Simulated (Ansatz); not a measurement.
SrCoO3 in the cubic perovskite structure (space group Pm-3m, No. 221; ferromagnetic)

SrCoO3 is taken in the cubic space group Pm-3m (No. 221), the cubic perovskite structure, Pearson symbol cP5. Conventional cell: a = 3.769 Å, b = 3.769 Å, c = 3.769 Å, α = 90.00°, β = 90.00°, γ = 90.00°. Sr on 1b is coordinated by 12 O at 2.665 Å (cuboctahedral). Co on 1a has 6 O at 1.885 Å (octahedral). O on 3d is coordinated by 2 Co at 1.885 Å and 4 Sr at 2.665 Å (octahedral). (Neighbours: up to the widest gap in distance over summed covalent radii, below 1.35, at either atom; cation-cation and far metal-metal contacts left out.)

The values are results of Ansatz (a first-principles code), PBEsol, PAW, cutoff 420 eV, no spin-orbit coupling, not measurements. Γ-centred 12×12×12 mesh, Fermi–Dirac width 0.05 eV.

- Volume per atom = 10.71 Å³
- Density = 6.03 g/cm³
- Band gap = zero
- Magnetic state = ferromagnetic
- Total energy = -2053.816 eV/atom (σ→0; compares only within this code and set-up)

Whether these cells are dynamically stable was not tested. No Hubbard U is applied and the magnetic state is the run's own (SrCoO3 ferromagnetic); small cells can't hold the antiferromagnetic order that many such compounds have, so gaps and moments can be off. Many cubic perovskites are stable only at high temperature; tilts and polar distortions were not tested.
